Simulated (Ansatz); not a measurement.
Given:

```
CELL_PARAMETERS angstrom
      0.00000     2.79011     2.79011
      2.79011     0.00000     2.79011
      2.79011     2.79011     0.00000
ATOMIC_POSITIONS crystal
  I  0.75000 0.75000 0.75000
  Cu 0.00000 0.00000 0.00000
```

No spin polarisation.

A single point on CuI with a change (pressure 15 GPa), its geometry relaxed with PBEsol.

Method: r2SCAN/PAW in Ansatz (an electronic-structure program), without spin-orbit coupling. Settings: 10×10×10 k-points, 0.05 eV Fermi–Dirac smearing.

Estimate the pressure.

18.07 GPa.

Estimate the gap character.

Indirect, Γ → X.

What hole mass (degenerate bands, along [100]) does the calculation give?

0.26, 0.44, 0.44 mₑ (at Γ).

What is the computed band gap?

2.39 eV.

Single points use the geometry relaxed with PBEsol. Spin-orbit coupling, missing from the scalar runs, can matter with I. Load acts through the strain it causes; cell and atoms are relaxed under it. Effective masses come from finite differences of ±0.01 Å⁻¹. Stability against distortions was not tested. Tetrahedral semiconductors of this kind turn to denser phases somewhere between about 1 and 50 GPa; those were not computed, so compressed cells here can lie past the real transition. All final runs are without spin polarisation. The cell was made from CuI in the zinc blende structure (space group F-43m, No. 216) by this change: pressure 15 GPa.
